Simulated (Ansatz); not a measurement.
Bond-angle distributions (per cent of the angles at each element, bins of 10°) of a relaxed model of amorphous Si30N36C3 at 2.98 g/cm³. Computed with PBE, scalar-relativistic without spin-orbit coupling (plane waves to 420 eV, PAW; Ansatz, a quantum-chemistry and plane-wave program).

Preparation: random packing, a CHGNet melt and quench, and a DFT relaxation. N atoms were pushed apart under 1.9 Å during the dynamics, to hinder bonds among them. The hot cell started wider than the set density and was brought back towards it in steps. It is the lowest in DFT energy of 2 quenches. It is a model cell: composition and starting density were chosen by hand, and all elements were melted together. No dispersion term was used. Its density started from a set value of 2.98 and ended at 2.98 g/cm³. The simulated quench (nominally 380 K/ps over its main leg) is rapid and tends to freeze in more defects than a deposited or slowly cooled glass has. Values belong to this one cell and scatter from quench to quench. The volume was held where the preparation left it and the shape relaxed, at a PBE pressure of 3.3 GPa. Stress components on the final sampling reach 3.4 GPa. On a 2×2×2 Γ-centred mesh force components of up to 0.22 eV/Å stay, since the relaxation ran on the zone centre alone.

Cut-offs for bonds: Si-Si 2.60 Å, Si-N 2.08 Å, Si-C 2.19 Å, N-N 1.70 Å, N-C 1.76 Å, C-C 1.78 Å. Two cations that share two anions don't count as bonded, nor two that share one unless they lie closer than Si-Si 2.38 Å, Si-C 2.00 Å, C-C 1.63 Å.

```json
[
 {"angle (°)": "50-60", "at Si": "0", "at N": "0"},
 {"angle (°)": "60-70", "at Si": "0", "at N": "0"},
 {"angle (°)": "70-80", "at Si": "0", "at N": "0"},
 {"angle (°)": "80-90", "at Si": "7", "at N": "6"},
 {"angle (°)": "90-100", "at Si": "15", "at N": "4"},
 {"angle (°)": "100-110", "at Si": "35", "at N": "16"},
 {"angle (°)": "110-120", "at Si": "23", "at N": "34"},
 {"angle (°)": "120-130", "at Si": "14", "at N": "29"},
 {"angle (°)": "130-140", "at Si": "4", "at N": "9"},
 {"angle (°)": "140-150", "at Si": "2", "at N": "3"},
 {"angle (°)": "150-160", "at Si": "1", "at N": "0"},
 {"angle (°)": "160-170", "at Si": "0", "at N": "0"},
 {"angle (°)": "170-180", "at Si": "0", "at N": "0"}
]
```

They go with these counts of neighbours within the cut-offs, cation contacts included: Si mean 3.9, most often 4; N mean 3.0, most often 3.
